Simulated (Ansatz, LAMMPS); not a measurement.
# Ge sphere of 281 atoms, radius 1.10 nm, coherent in Si, 6x6x6 cubic cells at the host's lattice parameter

Cell 32.82 × 32.82 × 32.82 Å, Si1447Ge281, 1728 atoms. Prepared with LAMMPS with Tersoff's 1989 multicomponent potential (SiCGe.tersoff): minimisation. 

Level of theory: PBE, support functions at accuracy medium on the grid of 370 eV (norm-conserving potentials; Ansatz, a first-principles code).

Basis: localised support functions (accuracy medium) on a full density matrix. k-points: zone centre alone; occupations: Fermi-Dirac, 0.010 eV; spin polarisation not allowed. No spin-orbit coupling.

```yaml
energy over the perfect crystal(s), per atom: 11 meV/atom
Kohn-Sham gap of the cell on its k-mesh: 0.31 eV
weight_of_the_highest_filled_level_on_the_dot: 0.57
weight_of_the_lowest_empty_level_on_the_dot: 0.03
coordination (neighbours within 2.825 Å): 100.0 % 4-fold
Ge-Ge bonds, mean ± spread: 2.425 ± 0.007 Å
Ge-Si bonds, mean ± spread: 2.389 ± 0.007 Å
Si-Si bonds, mean ± spread: 2.358 ± 0.006 Å
bond angles, mean ± spread: 109.5° ± 1.1°
pressure: 1.94 GPa
cost_of_the_final_run: about 120 core-minutes (a rough figure), 18 SCF iterations, 34 GiB
```
